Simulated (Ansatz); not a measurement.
Partial pair distribution functions of a relaxed model of amorphous Zr40O78, broadened by 0.06 Å; density 5.74 g/cm³. Calculation: PBE, scalar-relativistic without spin-orbit coupling (plane waves to 420 eV, PAW; Ansatz, a quantum-chemistry and plane-wave program). The usual formal charges leave 4 electrons over, so the level spacing at the Fermi energy parts defect or band states and needn't be the band gap.

It comes from a melt-quench run on a machine-learned potential (CHGNet), relaxed afterwards by DFT. O atoms were pushed apart under 1.9 Å during the dynamics, to hinder bonds among them. The hot cell started wider than the set density and was brought back towards it in steps. It is the lowest in DFT energy of 4 quenches. It is a model cell: composition and starting density were chosen by hand, and all elements were melted together. No dispersion term was used. Its density started from a set value of 5.60 and ended at 5.74 g/cm³. The simulated quench (nominally 240 K/ps over its main leg) is rapid and tends to freeze in more defects than a deposited or slowly cooled glass has. A cell of this size samples the disorder only roughly. The volume was free in the relaxation, at fixed shape. Stress components on the final sampling reach 1.1 GPa.

| r (Å) | g Zr-O | g Zr-Zr | g O-O |
|---|---|---|---|
| 1.80 | 0.01 | 0.00 | 0.00 |
| 1.90 | 0.27 | 0.00 | 0.00 |
| 2.00 | 2.54 | 0.00 | 0.00 |
| 2.10 | 6.86 | 0.00 | 0.00 |
| 2.20 | 6.07 | 0.00 | 0.01 |
| 2.30 | 3.07 | 0.00 | 0.07 |
| 2.40 | 1.16 | 0.00 | 0.49 |
| 2.50 | 0.42 | 0.00 | 1.71 |
| 2.60 | 0.22 | 0.00 | 2.53 |
| 2.70 | 0.21 | 0.00 | 2.79 |
| 2.80 | 0.16 | 0.00 | 2.55 |
| 2.90 | 0.13 | 0.01 | 2.02 |
| 3.00 | 0.16 | 0.15 | 1.45 |
| 3.10 | 0.22 | 0.44 | 1.14 |
| 3.20 | 0.34 | 1.03 | 1.04 |
| 3.30 | 0.24 | 2.88 | 0.83 |
| 3.40 | 0.37 | 3.35 | 0.62 |
| 3.50 | 0.49 | 3.18 | 0.73 |
| 3.60 | 0.63 | 3.02 | 0.85 |
| 3.70 | 0.95 | 2.45 | 0.75 |
| 3.80 | 1.06 | 1.85 | 0.74 |
| 3.90 | 1.11 | 1.42 | 0.92 |
| 4.00 | 1.10 | 1.59 | 1.11 |
| 4.10 | 1.27 | 1.49 | 1.16 |
| 4.20 | 1.22 | 0.92 | 1.19 |
| 4.30 | 1.43 | 0.38 | 0.99 |
| 4.40 | 1.53 | 0.25 | 0.67 |
| 4.50 | 1.37 | 0.28 | 0.54 |
| 4.60 | 1.43 | 0.40 | 0.53 |
| 4.70 | 1.34 | 0.47 | 0.61 |
| 4.80 | 1.18 | 0.47 | 0.74 |
| 4.90 | 1.14 | 0.52 | 1.03 |
| 5.00 | 0.94 | 0.46 | 1.15 |
| 5.10 | 0.82 | 0.50 | 1.16 |
| 5.20 | 0.82 | 0.75 | 1.25 |
| 5.30 | 0.94 | 0.71 | 1.28 |
| 5.40 | 1.04 | 0.57 | 1.26 |
| 5.50 | 1.04 | 0.68 | 1.08 |
| 5.60 | 1.02 | 0.74 | 1.02 |

Within 2.78 Å each Zr has 6.92 O neighbours on average.
